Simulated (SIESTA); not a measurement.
A self-consistent single point of FeO (Fm-3m, 16 atoms in the cell) with SIESTA.

Level of theory: GGA PBEsol, numerical atomic orbitals DZP, PseudoDojo PBEsol standard norm-conserving potentials (rewritten from UPF to PSML) in SIESTA 5.4.2.

The change in words: 2 x 2 x 1 supercell; kgrid.MonkhorstPack: 4 4 4 → 2 2 4. Reference geometry:
```
CELL_PARAMETERS angstrom
      4.31701     2.15850     2.15850
      2.15850     4.31701     2.15850
      2.15850     2.15850     4.31701
ATOMIC_POSITIONS crystal
  Fe 0.00000 0.00000 0.00000
  Fe 0.50000 0.50000 0.50000
  O  0.25000 0.25000 0.25000
  O  0.75000 0.75000 0.75000
```
Moments meant for the start (each program seeds them in its own way; μB, in the order of the atoms Fe Fe O O): 4.0 -4.0 0.0 0.0.

Reference input (self-consistent single point, DFT, GGA PBEsol, numerical atomic orbitals DZP, PseudoDojo PBEsol standard norm-conserving potentials (rewritten from UPF to PSML)): XC.functional = GGA; XC.authors = PBEsol; potentials = PseudoDojo PBEsol standard; PAO.BasisSize = DZP; PAO.EnergyShift = 0.01 Ry; MeshCutoff = 300 Ry; kgrid.MonkhorstPack = 4 4 4; OccupationFunction = FD; ElectronicTemperature = 0.01 eV; Spin = polarized; DM.InitSpin = [1 +4.00, 2 -4.00, 3 +0.00, 4 +0.00]; MaxSCFIterations = 150. This run's input differs from it in these lines:

```diff
@@ -4,3 +4,3 @@
 
-NumberOfAtoms                4
+NumberOfAtoms                16
 NumberOfSpecies              2
@@ -12,4 +12,4 @@
 %block LatticeVectors
-     4.317010000    2.158505000    2.158505000
-     2.158505000    4.317010000    2.158505000
+     8.634020000    4.317010000    4.317010000
+     4.317010000    8.634020000    4.317010000
      2.158505000    2.158505000    4.317010000
@@ -19,5 +19,17 @@
      0.000000000    0.000000000    0.000000000  1
+     4.078983289    8.157966577    4.078983289  1
+     8.157966577    4.078983289    4.078983289  1
+    12.236949866   12.236949866    8.157966577  1
      8.157966577    8.157966577    8.157966577  1
+    12.236949866   16.315933155   12.236949866  1
+    16.315933155   12.236949866   12.236949866  1
+    20.394916443   20.394916443   16.315933155  1
      4.078983289    4.078983289    4.078983289  2
+     8.157966577   12.236949866    8.157966577  2
+    12.236949866    8.157966577    8.157966577  2
+    16.315933155   16.315933155   12.236949866  2
     12.236949866   12.236949866   12.236949866  2
+    16.315933155   20.394916443   16.315933155  2
+    20.394916443   16.315933155   16.315933155  2
+    24.473899732   24.473899732   20.394916443  2
 %endblock AtomicCoordinatesAndAtomicSpecies
@@ -30,4 +42,4 @@
 %block kgrid.MonkhorstPack
-    4   0   0  0.0
-    0   4   0  0.0
+    2   0   0  0.0
+    0   2   0  0.0
     0   0   4  0.0
@@ -39,5 +51,17 @@
   1 +4.00
-  2 -4.00
-  3 +0.00
-  4 +0.00
+  2 +4.00
+  3 +4.00
+  4 +4.00
+  5 -4.00
+  6 -4.00
+  7 -4.00
+  8 -4.00
+  9 +0.00
+  10 +0.00
+  11 +0.00
+  12 +0.00
+  13 +0.00
+  14 +0.00
+  15 +0.00
+  16 +0.00
 %endblock DM.InitSpin
```

The program printed (abridged):

```
        iscf     Eharris(eV)        E_KS(eV)     FreeEng(eV)     dDmax    Ef(eV) dHmax(eV)
   scf:    1   -30715.025966   -30790.211312   -30790.220427  0.400062 -0.685542 13.100362
     spin moment: {S} , |S| = {        0.0        0.0   -0.00000 }    -0.00000
   scf:    2   -30839.955002   -30817.516519   -30817.525067  0.130355 -1.332768  8.310518
     spin moment: {S} , |S| = {        0.0        0.0    0.00000 }     0.00000
   scf:    3   -30835.845405   -30833.428093   -30833.457487  0.133931 -2.533264  1.132410
     spin moment: {S} , |S| = {        0.0        0.0   -0.00000 }    -0.00000
   [... lines left out ...]
     spin moment: {S} , |S| = {        0.0        0.0    0.00063 }     0.00063
   scf:  148   -30833.851597   -30833.851591   -30833.872543  0.000118 -2.848042  0.002948
     spin moment: {S} , |S| = {        0.0        0.0    0.00001 }     0.00001
   scf:  149   -30833.851603   -30833.851598   -30833.872543  0.000128 -2.848047  0.002858
     spin moment: {S} , |S| = {        0.0        0.0   -0.00043 }    -0.00043
   scf:  150   -30833.851610   -30833.851605   -30833.872544  0.000109 -2.848053  0.002786
     spin moment: {S} , |S| = {        0.0        0.0    0.00016 }     0.00016
SCF_NOT_CONV: SCF did not converge in maximum number of steps (required).
SCF_NOT_CONV: SCF did not converge in maximum number of steps (required).
Geom step, scf iteration, dDmax, dHmax:    0   150      0.000109     0.000205
Geom step, scf iteration, dDmax, dHmax:    0   150      0.000109     0.000205

ABNORMAL_TERMINATION
ABNORMAL_TERMINATION
Stopping Program from Node:    0
Stopping Program from Node:    0
```

The run ended unconverged after 150 iterations. 

The starting cell has typed, rounded lattice constants, without a prior relaxation at this level. Its lattice was rescaled by up to half a per cent. Values carry the incompleteness of an atom-centred basis.

Cost on one core of a shared machine: roughly 40 min.
